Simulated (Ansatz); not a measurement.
# How far PBE and r2SCAN part for FePt

Start from FePt (space group P4/mmm, No. 123; a = 2.7301 Å, c = 3.7639 Å; ferromagnetic).

(Cell as relaxed with PBE.)

Levels (all Ansatz, an electronic-structure program, PAW): PBE (420 eV, no SOC); r2SCAN (500 eV, no spin-orbit coupling).

Each level relaxes its own structure.

| quantity | PBE | r2SCAN |
|---|---|---|
| volume per atom | 14.03 Å³ | [?] |
| lattice parameter a | 2.730 Å | [?] |
| lattice parameter c | 3.764 Å | [?] |
| band gap | zero | [?] |
| magnetic state | ferromagnetic | [?] |
| largest site moment | 2.99 μB | [?] |

Task: Predict the r2SCAN column.

Result: 
- volume per atom, r2SCAN: 13.91 Å³
- lattice parameter a, r2SCAN: 2.734 Å
- lattice parameter c, r2SCAN: 3.721 Å
- band gap, r2SCAN: zero
- magnetic state, r2SCAN: ferromagnetic
- largest site moment, r2SCAN: 3.29 μB

PBE's volume per atom lies 0.12 Å³ above r2SCAN's (0.9 %); PBE's lattice parameter a lies 0.004 Å below r2SCAN's (0.1 %); PBE's lattice parameter c lies 0.043 Å above r2SCAN's (1.2 %); PBE's largest site moment lies 0.30 μB below r2SCAN's; the two agree on the band gap and magnetic state. Neither level is exact; r2SCAN is the comparison here, not a measurement.

The magnetic state is the one reached from the starting moments; the real material's order can differ, and small cells can't hold many antiferromagnetic ones. Stability against distortions was not tested.
